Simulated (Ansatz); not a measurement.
La, pressure series

Start from La (space group P6_3/mmc, No. 194; a = 3.661 Å, c = 11.718 Å).

Cell and atoms are relaxed at each pressure.

The values are results of PBEsol/PAW in Ansatz (a first-principles code), no spin-orbit coupling, not measurements.

Notes on the quantities. enthalpy: H = E + PV relative to the base's energy.

```
variant            c/a ratio  volume per atom        enthalpy
----------------  ----------  ---------------  --------------
base                   3.200         34.01 Å³               –
pressure −2 GPa        3.204         36.93 Å³   -0.44 eV/atom
pressure −1 GPa        3.202         35.36 Å³   -0.22 eV/atom
pressure 3 GPa    (withheld)         30.81 Å³   +0.60 eV/atom
pressure 7 GPa         3.204         27.93 Å³   +1.33 eV/atom
pressure 15 GPa        3.208         24.21 Å³   +2.63 eV/atom
pressure 30 GPa        3.246       (withheld)   +4.71 eV/atom
pressure 50 GPa   (withheld)         18.48 Å³   +7.14 eV/atom
pressure 75 GPa        3.276         16.95 Å³   +9.89 eV/atom
pressure 100 GPa       3.281         15.87 Å³  +12.45 eV/atom
```

Problem. What belongs in the blanks?

Solution. 
- pressure 3 GPa, c/a ratio: 3.198
- pressure 30 GPa, volume per atom: 20.70 Å³
- pressure 50 GPa, c/a ratio: 3.265

Load acts through the strain it causes; cell and atoms are relaxed under it. Whether these cells are dynamically stable was not tested. Competing high-pressure phases were not computed.
